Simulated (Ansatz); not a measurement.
# PBE against r2SCAN: MnSi, pressure 18 GPa

Take MnSi (space group P2_13, No. 198; a = 4.518 Å; ferromagnetic) as the base.

(Cell as relaxed with PBE.)

Levels (all Ansatz, an electronic-structure program, PAW, earlier PAW set): PBE (420 eV, without spin-orbit coupling); r2SCAN (500 eV, without spin-orbit coupling).

Each level relaxes its own structure.

```
base                      PBE    r2SCAN
-------------------  --------  --------
volume per atom      11.53 Å³  11.85 Å³
lattice parameter a   4.518 Å   4.560 Å
band gap                 zero      zero
largest site moment   0.98 μB   2.19 μB
```

It is then changed as follows: cell and atoms relaxed at a pressure of 18 GPa.

```csv
quantity,PBE,r2SCAN
largest site moment,0.84 μB,…
volume per atom,10.70 Å³,…
magnetic state,ferromagnetic,…
```

Task: Given the PBE results, estimate those of r2SCAN.

Result: 
- largest site moment, r2SCAN: 1.95 μB
- volume per atom, r2SCAN: 10.89 Å³
- magnetic state, r2SCAN: ferromagnetic

PBE's largest site moment lies 1.11 μB below r2SCAN's; PBE's volume per atom lies 0.19 Å³ below r2SCAN's (1.8 %); the two agree on the magnetic state. Neither level is exact; r2SCAN is the comparison here, not a measurement.

Other magnetic orders, which the real material may have, were not ruled out. Load acts through the strain it causes; cell and atoms are relaxed under it. Whether these cells are dynamically stable was not tested. Competing high-pressure phases were not computed.
